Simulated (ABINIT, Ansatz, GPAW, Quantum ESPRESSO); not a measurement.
**Code comparison for LuNi₄Sn (F-43m, 6 atoms in the cell)**

Self-consistent single point.

```xyz
6
Lattice="0.0000 3.4822 3.4822 3.4822 0.0000 3.4822 3.4822 3.4822 0.0000" Properties=species:S:1:pos:R:3 pbc="T T T"
Lu     0.0000     0.0000     0.0000
Ni     4.3513     4.3513     4.3513
Ni     4.3513     2.6131     2.6131
Ni     2.6131     2.6131     4.3513
Ni     2.6131     4.3513     2.6131
Sn     1.7411     1.7411     1.7411
```

All programs got the same cell, k-point mesh and kind of occupations (in Ansatz's words: kpoints.mp_grid.grid = 6 6 6; scf.occupations.method = gaussian; scf.occupations.width = 0.136 eV); potentials, basis and cutoffs are each program's usual ones.

```json
[
 {"code": "Quantum ESPRESSO", "model": "LDA (PZ), PSlibrary ultrasoft (LDA) pseudopotentials", "pressure (GPa)": "-10.78", "largest force (eV/Å)": "0.010", "cutoff": "55 Ry"},
 {"code": "GPAW", "model": "LDA (Perdew-Wang 92), GPAW PAW datasets LDA (gpaw-data 1.0.1)", "pressure (GPa)": "-9.12", "largest force (eV/Å)": "0.001", "cutoff": "850 eV"},
 {"code": "ABINIT", "model": "LDA (PW92), PAW (JTH v2.0 LDA PAW)", "pressure (GPa)": "-16.09", "largest force (eV/Å)": "0.002", "cutoff": "30 Ha"},
 {"code": "Ansatz", "model": "LDA (PW92), PAW files made with PBE", "pressure (GPa)": "-9.72", "largest force (eV/Å)": "0.003", "cutoff": "default"}
]
```

The spread over the programs that give each value: pressure within 6.97 GPa; largest force within 0.009 eV/Å.

The starting cell comes from a database of computed structures (which also holds hypothetical and non-ambient phases and stackings), without a prior relaxation at this level. Its lattice was rescaled by a random factor within 2.5 % of one. On Ansatz's run: Spin-orbit coupling is off. Spin polarisation is off. In the base run, with a pressure of about -10 GPa the cell is away from its equilibrium volume at this level.

Task: Why do the programs differ, and what cannot be compared?

Result: Differences of this kind can come from the potentials, where these differ, and from what each basis and cutoff leave unconverged. The valence holds different numbers of electrons (Quantum ESPRESSO 65, GPAW 103, ABINIT 111, Ansatz (an electronic-structure program) 111). The zero of total energies and Fermi levels follows the potentials and each program's conventions, so they are not compared here. Ansatz's pressure is given at a fixed set of plane waves, as the other plane-wave codes print theirs; with its correction for the finite basis it is -9.66 GPa. The same LDA comes in different parametrisations, which differ slightly. In the pressure, GPAW (by 1.13) and ABINIT (by 5.85) lie more than 1 GPa from the median of the plane-wave programs.

Left out of this page: Elk and FLEUR (not drawn, or without a comparable value).

Keys are those of Ansatz 0.2.
